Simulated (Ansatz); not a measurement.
## SrTiO3: pressure series

The reference is SrTiO$_{3}$ in the cubic perovskite structure (space group Pm-3m, No. 221).

Space group Pm-3m (No. 221); a = 3.907 Å, b = 3.907 Å, c = 3.907 Å, α = 90.00°, β = 90.00°, γ = 90.00°

```
atom  site  symmetry       x       y       z
----  ----  --------  ------  ------  ------
Sr      1a      m-3m  0.0000  0.0000  0.0000
Ti      1b      m-3m  0.5000  0.5000  0.5000
O       3c    4/mm.m  0.0000  0.5000  0.5000
```

Cell and atoms are relaxed at each pressure.

Method: r2SCAN (Ansatz, a program for electronic structure), no SOC.

```
change            band gap  lattice parameter a
----------------  --------  -------------------
base               2.26 eV              3.907 Å
pressure −2 GPa    2.24 eV                    …
pressure −1 GPa    2.25 eV              3.914 Å
pressure 0.3 GPa   2.26 eV              3.905 Å
pressure 0.7 GPa   2.27 eV              3.902 Å
pressure 1.5 GPa   2.28 eV                    …
pressure 3 GPa           …              3.887 Å
pressure 5 GPa     2.32 eV              3.874 Å
pressure 7.5 GPa   2.34 eV              3.860 Å
pressure 10 GPa          …              3.845 Å
```

Task: Complete the table.

Result: 
- pressure −2 GPa, lattice parameter a: 3.921 Å
- pressure 1.5 GPa, lattice parameter a: 3.897 Å
- pressure 3 GPa, band gap: 2.30 eV
- pressure 10 GPa, band gap: 2.37 eV

Load acts through the strain it causes; cell and atoms are relaxed under it. No phonon test of stability was made. No other phases were tried under pressure. The final runs are not spin-polarised. Many cubic perovskites are stable only at high temperature; tilts and polar distortions were not tested.
